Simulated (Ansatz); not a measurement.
**The (100) surface of fluorite-type CoSi2 in its 1x1 cell (cut with top plane Co, bottom plane 2 Si), outermost plane spacing 1.34 Å in the ideal cut**

Level of theory: r2SCAN, at the PBE geometry (plane waves to 500 eV, PAW; Ansatz, a program for electronic structure).

Set-up: 15 atoms, Co5Si10, 12.1 Å thick at the start; mesh 10x10x1; 0.1 eV smearing; dipole correction on; single point; on the structure that PBE left under its start's symmetry; no spin (magnetic order not tried), no spin-orbit, no U.

```json
{
 "surface energy (mean of two unlike faces)": "2.60 J/m²",
 "work_function_of_the_top_face": "3.92 eV",
 "cost": "roughly 2.7 core-minutes"
}
```
